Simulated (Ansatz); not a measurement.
By PBEsol, the system below comes out a metal.

Crystal: IrO₂ (P4_2/mnm, rutile, 6 atoms a cell, 10.7 Å³ an atom, -6 GPa at this level); planes in its conventional cell.

The numbers are results of PBEsol (plane waves, PAW; Ansatz, a quantum-chemistry and plane-wave program), not measurements.

G/A = (e²/h) × open channels of both spins per area, as a mean over 0.1 eV about the Fermi level, without spin-orbit coupling, for the cells as given.

```
plane  area (Å²)  G/A (10¹⁵ S/m²)
-----  ---------  ---------------
(100)       14.3             0.68
(110)       20.2                ?
(001)       20.3                ?
(111)       28.7                ?
```

Q: What belongs in the gaps?

A: 
- (110), G/A (10¹⁵ S/m²): 0.64
- (001), G/A (10¹⁵ S/m²): 0.52
- (111), G/A (10¹⁵ S/m²): 0.61
